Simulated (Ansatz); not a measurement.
The reference is YN in the rock salt structure (space group Fm-3m, No. 225; a = 4.8957 Å). Axes: x, y, z lie along the cube axes.

All numbers come from r2SCAN (Ansatz, an electronic-structure program), no SOC.

Strains are applied to the cell and any free atomic positions relax; under biaxial strain the out-of-plane vector relaxes too.

One change was made to it. Results:

The valence-band top at Γ (three highest levels, from the VBM) becomes 0.00, -0.05, -0.05 eV (base: 0.00, 0.00, 0.00 eV); the band gap shrinks by 0.02 eV (0.58 eV → 0.56 eV); the pressure (mean of the normal stresses, compression positive) goes from zero to -20.9 kbar.

Which of these changes matches the shifts?
(A) biaxial strain +0.83 %, plane normal [111], relaxed out of plane
(B) biaxial strain +1.67 %, plane normal [111], relaxed out of plane
(C) biaxial strain +0.42 %, plane normal [111], relaxed out of plane

A, biaxial strain +0.83 %, plane normal [111], relaxed out of plane. For comparison, the valence-band top at Γ in the other runs: biaxial strain +0.42 %, plane normal [111], relaxed out of plane gives 0.00, -0.03, -0.03 eV; biaxial strain +1.67 %, plane normal [111], relaxed out of plane gives 0.00, -0.11, -0.11 eV.

Stability against distortions was not tested.
